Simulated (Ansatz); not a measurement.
One N atom on a Si site, 4x4x4 cubic cells, neutral, without spin. Cell 21.88 × 21.88 × 21.88 Å, Si511N, 512 atoms. 

Basis: localised support functions (accuracy medium) on a full density matrix. k-points: zone centre alone; occupations: Fermi-Dirac, 0.0050 eV; spin polarisation not allowed. Scalar-relativistic, no spin-orbit coupling.

### Question
Predict the gap and bonding from PBE, support functions at accuracy medium on the grid of 420 eV run with Ansatz (a first-principles code).

### Answer

- electronic character of the cell = no gap resolved at this smearing
- coordination (neighbours within 2.842 Å) = 100.0 % 4-fold
- N-Si bonds, mean ± spread = 2.038 ± 0.002 Å
- Si-Si bonds, mean ± spread = 2.370 ± 0.006 Å
- bond angles, mean ± spread = 109.5° ± 0.8°
- pressure = -0.20 GPa
